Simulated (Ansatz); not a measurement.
Consider CdI$_{2}$ in the CdI2 type structure (space group P-3m1, No. 164; layered, stacked along the Cartesian z axis).

```yaml
crystal:
  lattice:
    - [4.15270, 0.00000, 0.00000]
    - [-2.07635, 3.59635, 0.00000]
    - [0.00000, 0.00000, 6.55084]
  atoms:
    - { symbol: Cd, position: [0.00000, 0.00000, 0.00000] }
    - { symbol: I, position: [0.66667, 0.33333, 0.26119] }
    - { symbol: I, position: [0.33333, 0.66667, 0.73881] }
```

Cartesian axes are those of the cell as printed.

The values are results of Kohn–Sham DFT with the PBEsol-D3(BJ) functional, run in Ansatz (a quantum-chemistry and plane-wave program) with PAW and 420 eV plane waves, without spin-orbit coupling, not measurements.

Before the change:

```
Property                          Value
-----------------------------  --------
Band gap                        2.17 eV
Smallest direct gap             2.56 eV
Pressure                       0.00 GPa
Shortest interatomic distance   2.946 Å
```

One thing is altered: uniaxial strain ε_xx = −0.50 %, all other strain components held at zero; the atoms relax in the strained cell.

Problem. Estimate the effect on the band gap, smallest direct gap, pressure and shortest interatomic distance.

Solution. The band gap shrinks by 0.017 eV to 2.16 eV; the smallest direct gap rises by 0.027 eV to 2.58 eV; the pressure (mean of the normal stresses, compression positive) goes from zero to 0.14 GPa; the shortest interatomic distance shrinks by 0.005 Å (2.946 Å → 2.941 Å).

Spin-orbit coupling, missing from the scalar runs, can matter with I. Stability against distortions was not tested.
